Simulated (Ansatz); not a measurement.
The parent structure is GaSb in the zinc blende structure (space group F-43m, No. 216).

```xyz
2
Lattice="0.0000 3.0560 3.0560 3.0560 0.0000 3.0560 3.0560 3.0560 0.0000" Properties=species:S:1:pos:R:3 pbc="T T T"
Sb     4.5840     4.5840     4.5840
Ga     0.0000     0.0000     0.0000
```

Cartesian axes are those of the cell as printed.

The values are results of PBEsol in Ansatz (plane waves to 420 eV, PAW, no spin-orbit coupling), earlier PAW set, not measurements.

Strains are applied to the cell and any free atomic positions relax; under biaxial strain the out-of-plane vector relaxes too.

One change was made to it. Results:

The pressure (mean of the normal stresses, compression positive) goes from zero to -1.2 GPa; the energy grows by 4.6 meV/atom.

Task: Name the change that was made.
A) biaxial strain +2.39 %, plane normal [110], relaxed out of plane
B) uniaxial strain ε_yy = +2.55 %
C) strain tensor (xx, yy, zz, yz, xz, xy) = (−0.12, +0.82, +2.96, +1.21, −0.63, +0.58) %

Result: B, uniaxial strain ε_yy = +2.55 %. For comparison, the energy relative to the base in the other runs: biaxial strain +2.39 %, plane normal [110], relaxed out of plane gives +11 meV/atom; strain tensor (xx, yy, zz, yz, xz, xy) = (−0.12, +0.82, +2.96, +1.21, −0.63, +0.58) % gives +11 meV/atom.

A biaxial case was relaxed in a doubled cell and then solved in the primitive one. No phonon test of stability was made. The final runs are not spin-polarised. Gaps under 0.05 eV, about the width of the smearing, are given as zero.

Ansatz is a program for electronic structure.
